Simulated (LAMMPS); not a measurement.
System: Al (fcc) with 10 % of Al sites Cu, 2048 atoms, at 300 K and 0 GPa, heated as the crystal.

Method: classical MD, pair style adp, file AlCu.adp (LAMMPS).

```
Property                                                                            Value
---------------------------------------  ------------------------------------------------
state found                                           crystal; no diffusion seen in 30 ps
density                                                             3.2804 ± 0.0004 g/cm³
volume per atom                                                         15.502 ± 0.002 Å³
enthalpy per atom                                                     -3.3286 ± 0.0002 eV
first peak of g(r), Al-Cu                                              2.70 Å, height 9.1
coordination number of Al by Cu                                  1.18 (counted to 3.14 Å)
coordination number of Cu by Al                                  10.7 (counted to 3.14 Å)
first peak of g(r), Al-Al                                              2.81 Å, height 5.7
coordination number of Al by Al                                  10.8 (counted to 3.38 Å)
first peak of g(r), Cu-Cu                                              2.96 Å, height 5.1
coordination number of Cu by Cu                                  1.21 (counted to 3.46 Å)
most common Al-Al-Cu angle               in the 3° bin centred on 58.5° (mean of all 98°)
most common Al-Cu-Al angle               in the 3° bin centred on 61.5° (mean of all 98°)
mean frequency of the velocity spectrum                                           7.6 THz
cost                                                         very roughly 14 core-minutes
```

Potential: file AlCu.adp of the LAMMPS distribution; its header cites Apostol and Mishin, Phys Rev B 83, 054116 (2011).

Caution: the random arrangement on this lattice is imposed, and need not be a phase that exists in equilibrium.

States go by the mean squared displacement: a species diffuses where it passes 1.5 Å², still rises and gives D over 1e-6 cm²/s; a crystal has left its structure where atoms lie 0.35 Å off their sites on average or a cubic box changes its shape by 3 %.

Uncertainties are statistical and leave out the potential's own error.

```csv
frequency (THz),"spectral density (1/THz), total","spectral density (1/THz), Al","spectral density (1/THz), Cu"
0.2540,0.0001,0.0000,0.0000
0.5930,0.0002,0.0001,0.0001
0.9320,0.0006,0.0005,0.0002
1.271,0.0043,0.0033,0.0010
1.609,0.0079,0.0061,0.0017
1.949,0.0107,0.0084,0.0023
2.287,0.0117,0.0090,0.0026
2.627,0.0206,0.0159,0.0047
2.965,0.0285,0.0226,0.0060
3.304,0.0299,0.0239,0.0060
3.643,0.0466,0.0378,0.0088
3.982,0.0673,0.0559,0.0114
4.321,0.0800,0.0683,0.0117
4.659,0.1002,0.0881,0.0121
4.998,0.1235,0.1101,0.0135
5.338,0.1394,0.1250,0.0143
5.676,0.1472,0.1329,0.0143
6.015,0.1471,0.1322,0.0149
6.354,0.1482,0.1323,0.0159
6.693,0.1418,0.1258,0.0160
7.032,0.1381,0.1226,0.0155
7.371,0.1404,0.1244,0.0160
7.710,0.1316,0.1171,0.0144
8.049,0.1252,0.1126,0.0126
8.387,0.1132,0.1031,0.0101
8.726,0.1055,0.0979,0.0076
9.066,0.1039,0.0982,0.0057
9.404,0.1036,0.0986,0.0050
9.743,0.1038,0.0989,0.0049
10.08,0.1017,0.0964,0.0052
10.42,0.0957,0.0897,0.0059
10.76,0.0895,0.0828,0.0067
11.10,0.0760,0.0689,0.0071
11.44,0.0600,0.0528,0.0072
11.78,0.0468,0.0398,0.0070
12.12,0.0363,0.0299,0.0064
12.45,0.0291,0.0236,0.0056
12.79,0.0226,0.0181,0.0045
13.13,0.0188,0.0148,0.0040
13.47,0.0148,0.0116,0.0032
13.81,0.0096,0.0076,0.0020
14.15,0.0057,0.0045,0.0012
14.49,0.0038,0.0030,0.0008
14.83,0.0028,0.0023,0.0005
15.17,0.0023,0.0019,0.0004
15.50,0.0019,0.0015,0.0003
15.84,0.0016,0.0013,0.0003
16.18,0.0014,0.0012,0.0003
16.52,0.0012,0.0010,0.0002
```
